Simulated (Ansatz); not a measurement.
# What x(Sc) = 0.25, 4 atoms, Pm-3m does to Ca

Base system: Ca in the fcc (Cu type) structure (space group Fm-3m, No. 225; a = 5.5685 Å).

The other end (x = 1) is Sc in the fcc (Cu type) structure (space group Fm-3m, No. 225; a model cell): 25.11 Å³/atom, gap zero; this end may not be an ambient phase.

Perturbation: a fraction x = 0.25 of the Ca sites is given to Sc, ordered in a cell of 4 atoms (starting symmetry Pm-3m) and fully relaxed.

Calculations: DFT with r2SCAN, PAW potentials and a 500 eV plane-wave cutoff in Ansatz (a first-principles code), no spin-orbit coupling. Γ-centred 9×9×9 mesh, Fermi–Dirac width 0.05 eV, for the changed cell.

- Volume per atom = 37.53 Å³ (base 43.17 Å³)
- Band gap = zero (base zero)
- Mixing energy = +0.20 eV/atom (to 0.01 eV only: unlike meshes or grids)
- Deviation of the volume from the linear (Vegard-type) interpolation = -2.9 %

Cost of the whole job for the changed cell (relaxation, final SCF and bands): very roughly 100 core-seconds.

Each cell is one ordered arrangement of few atoms, which overstates ordering effects compared with a random alloy. Stability against distortions was not tested. All final runs are without spin polarisation. An odd electron count without spin: Ca3Sc. Ca3Sc has a high density of states at the Fermi level and may be magnetic at this level. This is not the structure that Sc has at room temperature and ambient pressure.
